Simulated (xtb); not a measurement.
xtb 6.7.1, GFN1-xTB: Al(Me)2(Cl) ([CH3][Al]([CH3])[Cl]), 10 atoms. The geometry is a generated start, not checked to be a minimum at this level.

```yaml
run_flags: --grad
method: GFN1-xTB
"--acc": 1 (default)
"--etemp (K)": 300 (default)
basis_functions: 40
valence_electrons: 24
```

```xyz
10

Al    -0.3776     0.4274    -0.3854
C      1.4705    -0.0330    -0.9872
H      1.7331    -1.0552    -0.7030
H      2.2251     0.6161    -0.5312
H      1.6021     0.0528    -2.0701
C     -1.1698    -0.3072     1.2914
H     -1.6978    -1.2503     1.1169
H     -1.8943     0.3694     1.7535
H     -0.3990    -0.5214     2.0359
Cl    -1.4923     1.7015    -1.5208
```

One run each on 1 thread. Values of broydamp tried: 0.02, 0.05, 0.1, 0.2, 0.4 (default), 0.6, 0.8, 1.

Question: Which value of broydamp needs the fewest SCC iterations, and what happens away from it?

Answer: Fewest SCC iterations, within one of each other: 0.4 (default) with 9, 0.6 with 9, 0.8 with 9, 1 with 9. The count rises to 15 at 0.02. All converge to one solution.

```json
[
 {"broydamp": "0.02", "SCC iterations": "15", "end": "same solution"},
 {"broydamp": "0.05", "SCC iterations": "14", "end": "same solution"},
 {"broydamp": "0.1", "SCC iterations": "11", "end": "same solution"},
 {"broydamp": "0.2", "SCC iterations": "11", "end": "same solution"},
 {"broydamp": "0.4 (default)", "SCC iterations": "9", "end": "same solution"},
 {"broydamp": "0.6", "SCC iterations": "9", "end": "same solution"},
 {"broydamp": "0.8", "SCC iterations": "9", "end": "same solution"},
 {"broydamp": "1", "SCC iterations": "9", "end": "same solution"}
]
```
